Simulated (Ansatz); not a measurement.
For BiVO₄ (I4₁/a, No. 88; start COD 9012062; high-temperature phase), PBEsol (Ansatz, a program for electronic structure, PAW) gives:

| Quantity | Value |
|---|---|
| lattice parameter a | 5.107 Å |
| lattice parameter c | 11.576 Å |
| bulk modulus | 137 GPa |
| band gap at the measured cell | 2.20 eV |

Task: What does r²SCAN (PAW; Ansatz) give for the same quantities?

Result: 
- lattice constant a: 5.121 Å (increases by 0.3 %)
- lattice parameter c: 11.621 Å (goes up by 0.4 %)
- bulk modulus: 139 GPa (stays essentially unchanged)
- band gap at the measured cell: 2.49 eV (goes up by 0.29 eV)

Changes are worked out from the printed values.

Unless a cell is named, each level is at its own relaxed cell (PBEsol 12.58, r²SCAN 12.70 Å³/atom).

Levels without +SOC leave out spin–orbit coupling, which shifts energies and cells of such heavy elements.

Spin–orbit coupling is included only where a level's name says +SOC; with heavier elements it mostly lowers gaps and can invert bands. Density-functional gaps are differences of (generalised) Kohn–Sham levels.

The crystal itself was run without spin with PBEsol, r²SCAN.

Caveats: the bulk modulus is −V dP/dV from two relaxed cells at ±2 % in volume (PBEsol, r²SCAN); the relaxation could not lower the start's symmetry, so the cell can be a saddle point above a distorted one (PBEsol, r²SCAN). Ansatz's density-functional and Hartree–Fock values are scalar-relativistic unless marked +SOC, with PAW data made under PBE.
